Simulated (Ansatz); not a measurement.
The starting structures come from a database of crystals and need not be the phases stable at ambient conditions.

By PBEsol, the system below comes out a metal.

Without scattering a metal conducts by its projected Fermi surface.

Consider the following.

```
Ni3Si
1.0
    3.46374     0.00000     0.00000
    0.00000     4.89847     0.00000
    0.00000     2.44923     2.37576
Si Ni
1 3
Direct
  0.00000   0.00000   0.00000
  0.50000   0.00000   0.50000
  0.50000   0.50000   0.50000
  0.00000   0.50000   0.00000
```

The cell is strained (lengths along the current scaled by 0.97, ions clamped); by PBEsol it stands under a pressure of 7.5 GPa.

The current flows along the normal of the first two printed cell vectors. No spin-orbit coupling; the value is a mean over 0.1 eV about the Fermi level.

**Question.** Estimate the ballistic conductance per area that Ansatz (an electronic-structure program) with PBEsol returns for this system.

**Answer.** 0.29 × 10¹⁵ S/m² for both spins.
